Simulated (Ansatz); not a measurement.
Checking a run of Ansatz (a first-principles code) on BaTiO3 (Pm-3m, 5 atoms in the cell). The aim is a self-consistent single point with DFT, PBE, plane waves, PAW files.

Cell that was meant: a = 4.1007 Å, b = 4.1007 Å, c = 4.1007 Å, α = 90.00°, β = 90.00°, γ = 90.00°.

Part of the input:

Ansatz 0.2 input:
```yaml
    - { symbol: O, position: [0.500000, 0.000000, 0.000000] }
    - { symbol: O, position: [0.000000, 0.500000, 0.000000] }
    - { symbol: O, position: [0.000000, 0.000000, 0.500000] }
    - { symbol: O, position: [0.546234, 0.001961, 0.015406] }
kpoints:
  mp_grid:
    grid: [6, 6, 6]
```

The program printed (abridged):

```
WARN basis.ecutwfc = 420 eV, the default
Pseudopotentials: kind: paw
Pseudopotential: Ba, paw, valence charge 10
   [... lines left out ...]
Symmetry: 1 space group operations
Space group: P1 (ITA 1), of the structure as read, at distance tolerance 4.1e-5 Å
k-points: 112 of 216 (time reversal used)
Initial density: superposition of atomic densities (chi_scale 0.1, normalization cell, long waves kept (reshape's long-wave potential 0.00 eV rms))
Initial wavefunctions: pseudopotential atomic-orbital guess
Eigensolver: davidson
Functional: x = pbe(κ = 0.804, μ = 0.2195149727645171), c = pbe(β = 0.06672455060314922)
SCF iter   1: F=—  HF=-9123.716323 eV  |F-HF|=—  |Δ(HF+E_count)|=         —  Δρ=3.47e-1  dr2=1.04e2  ethr=3.10e-3  ⟨swp⟩=9.2  Hψ=18810  notcnv=0
all-band conjugate gradients solve this SCF's bands
preconditioner: auto → Resta (q_TF=auto, 2.550 Å⁻¹)
SCF iter   2: F=—  HF=-9104.097364 eV  |F-HF|=—  |Δ(HF+E_count)|=    1.96e1  Δρ=1.70e-1  dr2=1.73e1  ethr=3.10e-3  ⟨swp⟩=5.5  Hψ=9708  notcnv=0  defer=150
   [... lines left out ...]
SCF iter   9: F=—  HF=-9097.486659 eV  |F-HF|=—  |Δ(HF+E_count)|=   2.53e-4  Δρ=6.68e-5  dr2=3.60e-6  ethr=8.96e-8  ⟨swp⟩=2.0  Hψ=4838  notcnv=0  defer=151
SCF iter  10: F=—  HF=-9097.486660 eV  |F-HF|=—  |Δ(HF+E_count)|=   1.21e-6  Δρ=1.60e-5  dr2=1.11e-7  ethr=7.83e-9  ⟨swp⟩=2.0  Hψ=4270  notcnv=0  defer=150
SCF iter  11: F=-9097.486660 eV  HF=-9097.486660 eV  |F-HF|=6.61e-9  |Δ(HF+E_count)|=   4.97e-8  Δρ=4.87e-6  dr2=1.38e-8  ethr=2.17e-10  ⟨swp⟩=15.7  Hψ=20799  notcnv=0
SCF 1 converged in 11 iterations: F = -9097.486660 eV  dr2 = 1.38e-8
Free energy (F): -9097.486660 eV
Internal energy: -9097.486149 eV  (E = F + TS)
E sigma→0 (E₀):  -9097.486405 eV
Entropy (-TS):   -0.000511 eV (-0.085 meV/atom)
Fermi energy:    14.931765 eV
--- Forces (eV/Å), atoms counted from 1 ---
  atom   1  Ba    -0.22103086     0.02096311     0.18191704
  atom   2  Ti     4.75006607     0.00165364     0.02085912
  atom   3  O  -12089.64485785  -512.09721949 -4023.20008853
  atom   4  O     -0.14648438     0.00763103    -0.00692039
  atom   5  O     -0.06115504    -0.00220302     0.06039961
  atom   6  O  12085.32343630   512.06917228  4022.94381541
--- Stress (GPa, compression-positive) ---
     5384.378868     226.083015    1776.312325
      226.083011      31.395441      75.108328
     1776.312331      75.108329     613.148898
  P = ⅓ Tr σ = 2009.6411 GPa (20096.411 kbar)
  The stress holds the Pulay correction. Without it, at fixed plane waves, as pw.x and ABINIT print it: P = 2001.0043 GPa
```

### Question
Can these results be used? Check the input.

### Answer
The run is not sound. The fault is one atom entered twice. Two nuclei at or near one point give a huge ion-ion repulsion and overlapping cores, and the electron count is too high as well. To fix it, remove the duplicate atom. The run converged in 11 iterations without an error; against the sound input the pressure goes from -8.54 to 2010 GPa, the largest force goes from 0.000 to 12750 eV/Å and no clean gap remains on the mesh (levels overlap or are partly filled), against 1.66 eV before.

An input that runs soundly differs in these lines (not the only fix; some lines may just follow from the change or write a value another way):
```diff
-    - { symbol: O, position: [0.546234, 0.001961, 0.015406] }
```

With that input, the run converged in 8 iterations: free energy E − TS (on the zero of these files) -10159.6230 eV; top of the valence band (on the code's own zero) 9.28 eV; gap on the k-point mesh 1.66 eV; pressure -8.54 GPa (DFT, PBE, plane waves, PAW files).

On the sound input: the starting cell comes from a database of computed structures (which also holds hypothetical and non-ambient phases and stackings), without a prior relaxation at this level. Its lattice was rescaled by a random factor within 2.5 % of one. With a pressure of about -9 GPa the cell is away from its equilibrium volume at this level. Ansatz's pressure includes its estimate of the finite-basis (Pulay) stress.
